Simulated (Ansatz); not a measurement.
Ansatz (a quantum-chemistry and plane-wave program) run on Na₂H₄Pd (I4mm, 7 atoms in the cell): self-consistent single point.

Level of theory: LDA (PW92), default PAW files made with PBE (plane waves; Ansatz).

The change in words: lattice scaled by 0.98; basis.ecutwfc: 420 eV → 840 eV. Reference geometry:
```xyz
7
Lattice="-2.6501 2.6501 3.2594 2.6501 -2.6501 3.2594 2.6501 2.6501 -3.2594" Properties=species:S:1:pos:R:3 pbc="T T T"
Na     0.0000     2.6501     1.6297
Na     2.6501     0.0000     1.6297
H      1.1670     1.1670     0.0000
H      1.4831     1.4831     3.2594
H      1.4831    -1.4831     3.2594
H     -1.4831     1.4831     3.2594
Pd     0.0000     0.0000     0.0500
```

Reference input (self-consistent single point, DFT, LDA (PW92), plane waves, default PAW files made with PBE): basis.ecutwfc = 420 eV; kpoints.mp_grid.grid = 7 7 7; hamiltonian.xc = lda; hamiltonian.pseudopotentials = {kind: paw} (the program's default PAW files); scf.occupations.method = fixed. This run's input differs from it in these lines:

Ansatz 0.2 input:
```diff
@@ -2,5 +2,5 @@
   lattice:
-    - [-2.65012000, 2.65012000, 3.25943100]
-    - [2.65012000, -2.65012000, 3.25943100]
-    - [2.65012000, 2.65012000, -3.25943100]
+    - [-2.59711800, 2.59711800, 3.19424200]
+    - [2.59711800, -2.59711800, 3.19424200]
+    - [2.59711800, 2.59711800, -3.19424200]
   atoms:
@@ -14,3 +14,3 @@
 basis:
-  ecutwfc: 420.0
+  ecutwfc: 840.0
 kpoints:
```

Log, with long lists cut:

```
SCF iter   1: F=—  HF=-9842.215821 eV  |F-HF|=—  |Δ(HF+E_count)|=         —  Δρ=1.11e-2  dr2=6.75e-2  ethr=1.77e-3  ⟨swp⟩=4.9  Hψ=3878  notcnv=0  defer=194
all-band conjugate gradients solve this SCF's bands
preconditioner: auto → none
SCF iter   2: F=—  HF=-9842.189513 eV  |F-HF|=—  |Δ(HF+E_count)|=   2.63e-2  Δρ=3.85e-3  dr2=9.06e-3  ethr=1.69e-4  ⟨swp⟩=2.7  Hψ=2130  notcnv=0  defer=200
SCF iter   3: F=—  HF=-9842.189982 eV  |F-HF|=—  |Δ(HF+E_count)|=   4.69e-4  Δρ=3.66e-3  dr2=1.57e-2  ethr=2.26e-5  ⟨swp⟩=3.0  Hψ=1800  notcnv=0  defer=200
SCF iter   4: F=—  HF=-9842.186721 eV  |F-HF|=—  |Δ(HF+E_count)|=   3.26e-3  Δρ=5.04e-4  dr2=8.18e-5  ethr=2.26e-5  ⟨swp⟩=2.1  Hψ=1395  notcnv=0  defer=200
SCF iter   5: F=—  HF=-9842.186659 eV  |F-HF|=—  |Δ(HF+E_count)|=   6.25e-5  Δρ=1.15e-4  dr2=3.38e-6  ethr=2.05e-7  ⟨swp⟩=2.8  Hψ=1775  notcnv=0  defer=144
SCF iter   6: F=—  HF=-9842.186659 eV  |F-HF|=—  |Δ(HF+E_count)|=   8.88e-8  Δρ=1.78e-5  dr2=2.23e-7  ethr=8.45e-9  ⟨swp⟩=2.0  Hψ=1596  notcnv=0  defer=151
SCF iter   7: F=-9842.186659 eV  HF=-9842.186659 eV  |F-HF|=7.73e-10  |Δ(HF+E_count)|=   2.75e-8  Δρ=4.70e-6  dr2=1.10e-8  ethr=2.50e-10  ⟨swp⟩=9.9  Hψ=5202  notcnv=0
SCF 1 converged in 7 iterations: F = -9842.186659 eV  dr2 = 1.10e-8
Free energy (F): -9842.186659 eV
Internal energy: -9842.186659 eV  (E = F + TS)
E sigma→0 (E₀):  -9842.186659 eV
Fermi energy:    2.703224 eV
--- Forces (eV/Å), atoms counted from 1 ---
  atom   1  Na     0.00000000    -0.00000000     0.02789232
  atom   2  Na    -0.00000000    -0.00000000     0.02789232
  atom   3  H      0.17220753     0.17220753     0.07546512
  atom   4  H     -0.17220753    -0.17220753     0.07546512
  atom   5  H     -0.17220753     0.17220753     0.07546512
  atom   6  H      0.17220753    -0.17220753     0.07546512
  atom   7  Pd    -0.00000000     0.00000000    -0.35761732
--- Stress (GPa, compression-positive) ---
        0.816912       0.000000       0.000000
        0.000000       0.816912       0.000000
        0.000000       0.000000      -0.305405
  P = ⅓ Tr σ = 0.4428 GPa (4.428 kbar)
  The stress holds the Pulay correction. Without it, at fixed plane waves, as pw.x and ABINIT print it: P = 0.4404 GPa
```

The run converged in 7 iterations. Against the reference run the free energy drops by 6.5 meV/atom, the pressure goes from -2.41 to 0.44 GPa, the largest force goes from 0.379 to 0.358 eV/Å and the gap on the mesh goes from 2.240 to 2.255 eV.

The starting cell comes from a database of computed structures (which also holds hypothetical and non-ambient phases and stackings), without a prior relaxation at this level. Its lattice was rescaled by up to half a per cent. One atom was moved a little off its site on purpose. For this run, on top of that: lattice scaled by 0.98. Ansatz's pressure includes its estimate of the finite-basis (Pulay) stress.
